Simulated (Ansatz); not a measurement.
Input:

```yaml
crystal:
  lattice:
    - [0.00000, 2.71679, 2.71679]
    - [2.71679, 0.00000, 2.71679]
    - [2.71679, 2.71679, 0.00000]
  atoms:
    - { symbol: Si, position: [0.25000, 0.25000, 0.25000] }
    - { symbol: Si, position: [0.00000, 0.00000, 0.00000] }
```

Method: PBEsol with spin-orbit coupling, rigid bands (plane waves, PAW; Ansatz, a first-principles code). Cell: cell and atoms relaxed with PBEsol.

Task: What conductivity effective mass do dilute holes have at 300 K?

Result: 0.35 mₑ.

Task: Predict the electron conductivity mass (n e² τ/σ) at 300 K, by direction if it differs.

Result: 0.28 mₑ.

Task: And the band gap?

Result: 0.45 eV at this level; semilocal functionals usually fall short of the measured gap.

Rigid bands, one relaxation time for all states, no polarons.
